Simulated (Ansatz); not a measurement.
Functionals compared on a constructed model of the (0001) surface of hcp Os, a pseudomorphic layer of Ga in the host's stacking (bottom of the slab: a bare face, its two planes held), in Ansatz (plane waves, PAW). The structure was relaxed with PBE; the other rows are single points on it. Cutoff 420 eV (500 eV for r2SCAN).

Slab: 7 atoms, 13.1 Å thick at the start; k 16x16x1, smearing 0.1 eV, dipole-corrected; 2 atoms held, the rest relaxed; held to the start's symmetry, so lower structures may exist; no spin, no spin-orbit, no U. It is one candidate, not shown to be the stable structure of the face. These notes are the PBE run's.

| functional | work function of the top face (eV) | rough cost of the single point |
|---|---|---|
| PBE | 4.47 | – |
| RPBE | … | very roughly 30 core-seconds |
| r2SCAN | 4.57 | about 60 core-seconds (a rough figure) |

Question: Some entries are withheld; supply them.

Answer: 
- RPBE, work function of the top face (eV): 4.34

Ansatz is a program for electronic structure.
